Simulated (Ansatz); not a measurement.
## Ir, pressure series

Consider Ir in the fcc (Cu type) structure (space group Fm-3m, No. 225).

```yaml
crystal:
  lattice:
    - [0.00000, 1.91524, 1.91524]
    - [1.91524, 0.00000, 1.91524]
    - [1.91524, 1.91524, 0.00000]
  atoms:
    - { symbol: Ir, position: [0.00000, 0.00000, 0.00000] }
```

Cell and atoms are relaxed at each pressure.

Calculations: PBEsol (Ansatz, a quantum-chemistry and plane-wave program; PAW; 420 eV plane waves; no spin-orbit coupling).

Notes on the quantities. enthalpy: H = E + PV relative to the base's energy.

```tsv
case	density	enthalpy
base	22.72 g/cm³	–
pressure −2 GPa	(withheld)	-0.18 eV/atom
pressure −1 GPa	(withheld)	-0.09 eV/atom
pressure 0.9 GPa	22.77 g/cm³	+0.08 eV/atom
pressure 2.1 GPa	22.84 g/cm³	+0.18 eV/atom
pressure 4.5 GPa	22.98 g/cm³	+0.39 eV/atom
pressure 9 GPa	23.22 g/cm³	+0.78 eV/atom
pressure 15 GPa	(withheld)	+1.29 eV/atom
pressure 22.5 GPa	(withheld)	+1.92 eV/atom
pressure 30 GPa	24.26 g/cm³	+2.54 eV/atom
```

Task: What belongs in the blanks?

Result: 
- pressure −2 GPa, density: 22.60 g/cm³
- pressure −1 GPa, density: 22.66 g/cm³
- pressure 15 GPa, density: 23.54 g/cm³
- pressure 22.5 GPa, density: 23.91 g/cm³

Load acts through the strain it causes; cell and atoms are relaxed under it. Whether these cells are dynamically stable was not tested. Competing high-pressure phases were not computed. The final runs are not spin-polarised.
